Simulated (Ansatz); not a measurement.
Nb (Im-3m), PBE, DFPT electron-phonon coupling, linearised Boltzmann equation (Ansatz, a program for electronic structure). Condition of this run: functional PBE. Phonon-limited resistivity 17.9 μΩ·cm at 300 K, 24.2 μΩ·cm at 400 K, current-weighted mean free path 2.6 nm, Drude plasma energy 9.04 eV.

Problem. Estimate the electronic thermal conductivity at 300 K by the Wiedemann-Franz law (L₀ = 2.44×10⁻⁸ W·Ω/K²).

Solution. L₀T/ρ = 2.44×10⁻⁸ × 300/(17.9×10⁻⁸) = 40.9 W/(m·K). Inelastic scattering puts the true Lorenz number somewhat under L₀ near and below the Debye temperature.

Problem. What is the classical skin depth at 1 GHz (nonmagnetic, μ₀ = 1.257×10⁻⁶ H/m)?

Solution. δ = √(ρ/(π f μ₀)) = 6730 nm.

Problem. What Drude relaxation time do resistivity and plasma energy imply?

Solution. ω_p = 1.37e16 s⁻¹, so τ = 1/(ε₀ ω_p² ρ) = 3.34 fs, a damping ħ/τ of 197 meV.

A metal at this level (no band gap). Only scattering by harmonic phonons is included (no impurities, grain boundaries, electron-electron scattering or thermal expansion). Spin-orbit coupling is left out. The squared frequency of the phonon mode least converged on the k mesh is uncertain by about 10 %. The run warned that the eigensolver left some states short of its tolerance. Halving the electron mesh (36x36x36) moves the resistivity by up to 2 % at 300 K, the mean free path by up to 4 %. Smearing 0.20 eV; phonons on a 6x6x6 q mesh, which this run doesn't test.
